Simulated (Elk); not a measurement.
## Input and output of a self-consistent single point for Y2Ni2Sn (Immm, 5 atoms in the cell) (Elk)

Level of theory: Elk with PBEsol, all-electron FP-LAPW, Elk's shipped species files, default APW+lo basis.

This input was run:

```
tasks
  0

xctype
  22

swidth
  0.00499791

maxscl
  100

avec
   -4.0359636734    5.2871418919    7.8355981977
    4.0359636734   -5.2871418919    7.8355981977
    4.0359636734    5.2871418919   -7.8355981977

sppath
  'species/'

atoms
  3
  'Y.in'
  2
  0.7032200000  0.2032200000  0.5000000000    0.0 0.0 0.0
  0.2967800000  0.7967800000  0.5000000000    0.0 0.0 0.0
  'Ni.in'
  2
  0.7118000000  0.5000000000  0.2118000000    0.0 0.0 0.0
  0.2882000000  0.5000000000  0.7882000000    0.0 0.0 0.0
  'Sn.in'
  1
  0.0000000000  0.0000000000  0.0000000000    0.0 0.0 0.0

ngridk
  5 5 5
```

Log, with long lists cut:

```
│ Elk code version 10.2.4 │

All units are atomic (Hartree, Bohr, etc.)

│ Ground-state run starting from atomic densities │

Lattice vectors :
  -4.035963673       5.287141892       7.835598198
   4.035963673      -5.287141892       7.835598198
   4.035963673       5.287141892      -7.835598198

Unit cell volume      :    668.8063123
Brillouin zone volume :   0.3708849765

Muffin-tin inner radius fraction :   0.1000000000E-01

Nuclei treated as point charges

Species :    1 (Y)
 parameters loaded from : Y.in
 name : yttrium
 nuclear charge    :   -39.00000000
 electronic charge :    39.00000000
 atomic mass :    162065.4502
 muffin-tin radius :    2.600000000
 number of radial points in muffin-tin :    597
 atomic positions (lattice), magnetic fields (Cartesian) :
   1 :  -0.29678000  0.20322000  0.50000000    0.00000000  0.00000000  0.00000000
   2 :   0.29678000 -0.20322000  0.50000000    0.00000000  0.00000000  0.00000000

Species :    2 (Ni)
 parameters loaded from : Ni.in
 name : nickel
 nuclear charge    :   -28.00000000
 electronic charge :    28.00000000
 atomic mass :    106991.5230
 muffin-tin radius :    2.214633305
 number of radial points in muffin-tin :    497
 atomic positions (lattice), magnetic fields (Cartesian) :
   1 :  -0.28820000  0.50000000  0.21180000    0.00000000  0.00000000  0.00000000
   2 :   0.28820000  0.50000000 -0.21180000    0.00000000  0.00000000  0.00000000

Species :    3 (Sn)
 parameters loaded from : Sn.in
 name : tin
 nuclear charge    :   -50.00000000
 electronic charge :    50.00000000
 atomic mass :    216395.0920
 muffin-tin radius :    2.600000000
 number of radial points in muffin-tin :    597
 atomic positions (lattice), magnetic fields (Cartesian) :
   1 :   0.00000000  0.00000000  0.00000000    0.00000000  0.00000000  0.00000000

Total number of atoms per unit cell :    5

Spin treatment :
 spin-unpolarised

Number of Bravais lattice symmetries :    8
   [... lines left out ...]
Maximum |G| for potential and density :    12.00000000
 potential will be trimmed for |G| > 2 gkmax
Constant for pseudocharge density :    8
Radial integration step length :    4

G-vector grid sizes :     40    40    40
Number of G-vectors :    19567

Maximum angular momentum used for
 APW functions                      :    8
 outer part of muffin-tin           :    6
 inner part of muffin-tin           :    1

Total nuclear charge    :   -184.0000000
Total core charge       :    110.0000000
Total valence charge    :    74.00000000
Total excess charge     :    0.000000000
Total electronic charge :    184.0000000

Effective Wigner radius, rₛ :   0.9538160887

Number of empty states         :   20
Total number of valence states :   57
Total number of core states    :  110

Total number of local-orbitals :   77

Exchange-correlation functional :     22     0     0
 PBEsol, Phys. Rev. Lett. 100, 136406 (2008)
 gradient requirement :    1
 generalised gradient approximation (GGA)

Smearing type :    3
 Fermi-Dirac
Smearing width :   0.4997910000E-02
Effective electronic temperature (K) :    1578.215154

Mixing type :    3
 Broyden mixing, J. Phys. A: Math. Gen. 17, L317 (1984)

Kohn-Sham potential initialised from atomic data
│ Self-consistent loop started │
│ Loop number : 1 │
 total energy                :     -16022.3539675
│ Loop number : 2 │
 total energy                :     -16020.5709166
RMS change in Kohn-Sham potential (target) :   0.5447941975     (  0.1000000000E-05)
Absolute change in total energy (target)   :    1.783050883     (  0.1000000000E-03)
│ Loop number : 3 │
 total energy                :     -16010.2702436
RMS change in Kohn-Sham potential (target) :   0.3715379345     (  0.1000000000E-05)
Absolute change in total energy (target)   :    10.74643572     (  0.1000000000E-03)
│ Loop number : 4 │
 total energy                :     -16005.8990715
RMS change in Kohn-Sham potential (target) :   0.3013529239     (  0.1000000000E-05)
Absolute change in total energy (target)   :    7.057781012     (  0.1000000000E-03)
│ Loop number : 5 │
 total energy                :     -15993.9098670
RMS change in Kohn-Sham potential (target) :   0.1425286875     (  0.1000000000E-05)
Absolute change in total energy (target)   :    13.75364979     (  0.1000000000E-03)
   [... lines left out ...]
Absolute change in total energy (target)   :   0.1820296642E-01 (  0.1000000000E-03)
│ Loop number : 14 │
 total energy                :     -15983.2127878
RMS change in Kohn-Sham potential (target) :   0.5647635155E-05 (  0.1000000000E-05)
Absolute change in total energy (target)   :   0.5957917660E-02 (  0.1000000000E-03)
│ Loop number : 15 │
 total energy                :     -15983.2125402
RMS change in Kohn-Sham potential (target) :   0.1149167466E-05 (  0.1000000000E-05)
Absolute change in total energy (target)   :   0.1737063018E-02 (  0.1000000000E-03)
│ Loop number : 16 │
 total energy                :     -15983.2125473
RMS change in Kohn-Sham potential (target) :   0.4245328113E-06 (  0.1000000000E-05)
Absolute change in total energy (target)   :   0.4271554317E-03 (  0.1000000000E-03)
│ Loop number : 17 │
 total energy                :     -15983.2125707
RMS change in Kohn-Sham potential (target) :   0.5937960223E-06 (  0.1000000000E-05)
Absolute change in total energy (target)   :   0.8341332796E-04 (  0.1000000000E-03)
Convergence targets achieved

│ Loop number : 18 │

Energies :
 Fermi                       :     0.288166340735
 sum of eigenvalues          :     -9467.60125582
 electron kinetic            :      16569.0800154
 core electron kinetic       :      15900.2835362
 Coulomb                     :     -32049.3835879
 Coulomb potential           :     -25376.5837103
 nuclear-nuclear             :     -1583.50577589
 electron-nuclear            :     -35555.1719137
 Hartree                     :      5089.29410173
 Madelung                    :     -19361.0917327
 xc potential                :     -660.097560914
 exchange                    :     -492.399941074
 correlation                 :     -10.5008181297
 electron entropic           :    -0.822789563259E-02
 total energy                :     -15983.2125596

Density of states at Fermi energy :    98.74853030
 (states/Hartree/unit cell)

Estimated indirect band gap :   0.1073168203E-02
 from k-point     21 to k-point     18
Estimated direct band gap   :   0.5138804676E-02
 at k-point     21

Charges :
 core                        :    110.0000000
 valence                     :    74.00000000
 interstitial                :    8.248141424
 muffin-tins (core leakage)
  species :    1 (Y)
   atom    1                 :    36.83677353     (  0.9037962190E-05)
   atom    2                 :    36.83677353     (  0.9037962190E-05)
  species :    2 (Ni)
   atom    1                 :    26.86255115     (  0.7655501624E-03)
   atom    2                 :    26.86255115     (  0.7655501624E-03)
  species :    3 (Sn)
   atom    1                 :    48.35320921     (  0.6827518976E-04)
 total in muffin-tins        :    175.7518586
 total calculated charge     :    183.9968364
 total charge                :    184.0000000
 error                       :   0.3163590257E-02

│ Self-consistent loop stopped │
```

The run converged in 18 iterations. The count includes the last loop, which Elk runs after its targets are met.

The starting cell comes from a database of computed structures (which also holds hypothetical and non-ambient phases and stackings), without a prior relaxation at this level. Spin polarisation is off. Values depend on the basis (sphere radii, cutoffs, local orbitals), which need not be converged. The log's line on a gap gives a spacing of levels on this mesh, which the program prints for metals too.

Cost on one core of a shared machine: roughly 30 s.
